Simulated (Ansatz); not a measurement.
The parent structure is Pt in the fcc (Cu type) structure (space group Fm-3m, No. 225; relaxed with 0.1 eV smearing).

```
Pt
1.0
    0.00000     1.95989     1.95989
    1.95989     0.00000     1.95989
    1.95989     1.95989     0.00000
Pt
1
Cartesian
  0.00000   0.00000   0.00000
```

Cartesian axes are those of the cell as printed.

Level of theory: Ansatz (a first-principles code), PBEsol, PAW, cutoff 420 eV, spin-orbit coupling left out.

Perturbation: compressive biaxial strain of 0.42 % in the plane normal to [111], as in epitaxy on a mismatched substrate; the out-of-plane cell vector and the atoms relax.

**Question.** What does the calculation give for the out-of-plane strain after the change?

**Answer.** The out-of-plane strain comes out as +0.48 %.

**Question.** How does this affect the energy relative to the base?

**Answer.** The energy rises by 0.6 meV/atom.

No phonon test of stability was made. All final runs are without spin polarisation.
